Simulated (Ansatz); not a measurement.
System: LaBr₃ (P6₃/m, No. 176). Method: r²SCAN-D4 (Ansatz, a program for electronic structure, plane waves, PAW).

Numerical settings: plane-wave cutoff 560 eV, 6×6×8 k mesh (along the axes of the cell as run), Fermi–Dirac smearing 0.01 eV, scalar-relativistic PAW data made under PBE.

Response to compression and expansion:

Shape and atoms are relaxed at each volume.

```json
[
 {"V (Å³/atom)": "30.063", "P (GPa)": "1.40", "direct gap at Γ (eV)": "3.658", "c (Å)": "4.508", "a (Å)": "7.849"},
 {"V (Å³/atom)": "30.689", "P (GPa)": "0.65", "direct gap at Γ (eV)": "3.629", "c (Å)": "4.512", "a (Å)": "7.927"},
 {"V (Å³/atom)": "31.316", "P (GPa)": "0.00", "direct gap at Γ (eV)": "3.596", "c (Å)": "4.514", "a (Å)": "8.005"},
 {"V (Å³/atom)": "31.942", "P (GPa)": "-0.56", "direct gap at Γ (eV)": "3.560", "c (Å)": "4.513", "a (Å)": "8.086"},
 {"V (Å³/atom)": "32.568", "P (GPa)": "-1.04", "direct gap at Γ (eV)": "3.523", "c (Å)": "4.508", "a (Å)": "8.170"}
]
```

A straight line through the gaps at Γ against ln V gives a volume deformation potential dE_g(Γ)/d ln V of -1.7 eV: the gap at Γ widens under compression.

Measured, for comparison: band gap 5.9 eV (temperature not stated, not corrected to a static lattice, literature value; as tabulated in Przystupa et al. (2023), doi:10.3390/ma16145085).

Note: the bulk modulus comes from volumes at which shape and atoms were relaxed.

Spin–orbit coupling is not included.
